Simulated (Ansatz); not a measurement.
Results of PBEsol (Ansatz, an electronic-structure program, plane waves, PAW) for rock-salt LuN.

Input:

Ansatz 0.2 input:
```yaml
crystal:
  lattice:
    - [0.0, 2.3189676093, 2.3189676093]
    - [2.3189676093, 0.0, 2.3189676093]
    - [2.3189676093, 2.3189676093, 0.0]
  atoms:
    - { symbol: Lu, position: [0.0, 0.0, 0.0] }
    - { symbol: N, position: [0.5, 0.5, 0.5] }
basis:
  ecutwfc: 520
  ecutrho_ratio: 4
  xc_grid: 2
kpoints:
  mp_grid: { grid: [20, 20, 20] }
hamiltonian:
  xc: pbesol
  dispersion: none
  pseudopotentials: { kind: paw }
scf:
  occupations: { method: fermi_dirac, width: 0.05 }
  convergence: { dr2_threshold: 0.0000000002 }
output:
  forces: true
  stress: true
  eigenvalues: true
```

From the output:

```
Crystal: 2 atoms, lattice volume = 24.941 Å³
Basis set: ecut = 520 eV, 645 PW (Γ), exchange–correlation on 50×50×50 points (8 copies of the dense FFT grid, shifted against one another)
Bands: 19, of which v1, the nominal top of the filled ones, is band 15 counted from 1 (14 counted from 0)
Symmetry: 48 space group operations
Space group: Fm-3m (ITA 225), of the structure as read, at distance tolerance 2.9e-5 Å
k-points: 256 of 8000
Functional: x = pbesol(κ = 0.804, μ = 0.12345679012345678), c = pbesol(β = 0.046)
SCF iter   1: F=—  HF=-14993.822024 eV  |F-HF|=—  |Δ(HF+E_count)|=         —  Δρ=1.49e-2  dr2=6.09e-2
SCF iter   2: F=—  HF=-14993.808042 eV  |F-HF|=—  |Δ(HF+E_count)|=   1.40e-2  Δρ=2.38e-3  dr2=1.46e-3
  ...
SCF iter   8: F=—  HF=-14993.807709 eV  |F-HF|=—  |Δ(HF+E_count)|=   8.13e-8  Δρ=2.16e-6  dr2=7.71e-10
SCF iter   9: F=-14993.807709 eV  HF=-14993.807709 eV  |F-HF|=1.82e-11  |Δ(HF+E_count)|=  2.98e-10  Δρ=4.54e-7  dr2=4.03e-11
SCF 1 converged in 9 iterations: F = -14993.807709 eV  dr2 = 4.03e-11
SCF converged after 9 iterations
Free energy (F): -14993.807709 eV
Internal energy: -14993.806866 eV  (E = F + TS)
E sigma→0 (E₀):  -14993.807288 eV
Fermi energy:    18.074301 eV
--- Stress (GPa, compression-positive) ---
        8.141986       0.000000      -0.000000
        0.000000       8.141986       0.000000
        0.000000      -0.000000       8.141986
  P = ⅓ Tr σ = 8.1420 GPa (81.420 kbar)
```

The cell is one volume of an energy–volume scan, off the minimum.

The PAW data were made under PBE.

Note: the volume lies 8 % below that of the published cell.

It cost around 15 core-seconds (rough) of CPU time.
